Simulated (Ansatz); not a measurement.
The parent structure is Co in the hcp (Mg type) structure (space group P6_3/mmc, No. 194; a = 2.494 Å, c = 4.037 Å; ferromagnetic; relaxed with 0.1 eV smearing).

Structures relaxed with plane-wave PAW DFT at the PBE level (Ansatz, a quantum-chemistry and plane-wave program, 420 eV), no SOC, earlier PAW set.

Base:

Simulated powder pattern, Cu Kα1, λ = 1.54056 Å (kinematic, ideal powder, no thermal factors, no anomalous dispersion; the 14 strongest lines at most, above 2 %, up to 2θ = 90°):

```csv
2θ (°),I/Imax (%),hkl
41.79,25,(100)
44.87,27,(002)
47.72,100,(101)
62.98,13,(102)
76.31,14,(110)
84.83,16,(103)
```

It is then changed as follows: every lattice vector is stretched by 1.74 %; the atoms relax in the strained cell.

After the change:

Simulated powder pattern, Cu Kα1, λ = 1.54056 Å (kinematic, ideal powder, no thermal factors, no anomalous dispersion; the 14 strongest lines at most, above 2 %, up to 2θ = 90°):

```json
[
 {"2θ (°)": "41.05", "I/Imax (%)": "25", "hkl": "(100)"},
 {"2θ (°)": "44.06", "I/Imax (%)": "27", "hkl": "(002)"},
 {"2θ (°)": "46.86", "I/Imax (%)": "100", "hkl": "(101)"},
 {"2θ (°)": "61.79", "I/Imax (%)": "14", "hkl": "(102)"},
 {"2θ (°)": "74.78", "I/Imax (%)": "15", "hkl": "(110)"},
 {"2θ (°)": "83.05", "I/Imax (%)": "16", "hkl": "(103)"},
 {"2θ (°)": "89.05", "I/Imax (%)": "2.3", "hkl": "(200)"}
]
```

The indices refer to the base's conventional cell; one index is shown for lines that coincide.

The magnetic state is the one reached from the starting moments; the real material's order can differ, and small cells can't hold many antiferromagnetic ones. No phonon test of stability was made.
